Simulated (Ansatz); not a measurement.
The reference is SiC in the wurtzite structure (space group P6_3mc, No. 186; a = 3.0919 Å, c = 5.0742 Å).

The values are results of PBE (Ansatz, a program for electronic structure, PAW, no spin-orbit coupling), earlier PAW set, not measurements.

For the base:

* **Valence-band top at Γ**: 0.00, 0.00, -0.11 eV
* **Band gap**: 2.31 eV
* **Gap character**: indirect, Γ → K

It is then changed as follows: a negative pressure, −2 GPa.

**Question.** Estimate the effect on the valence-band top at Γ.

**Answer.** The valence-band top at Γ (three highest levels, from the VBM) remains 0.00, 0.00, -0.11 eV.

**Question.** Predict the new band gap.

**Answer.** The band gap increases by 0.016 eV, from 2.31 eV to 2.32 eV.

**Question.** How does this affect the gap character?

**Answer.** The gap character stays indirect, Γ → K.

Load acts through the strain it causes; cell and atoms are relaxed under it. Stability against distortions was not tested.
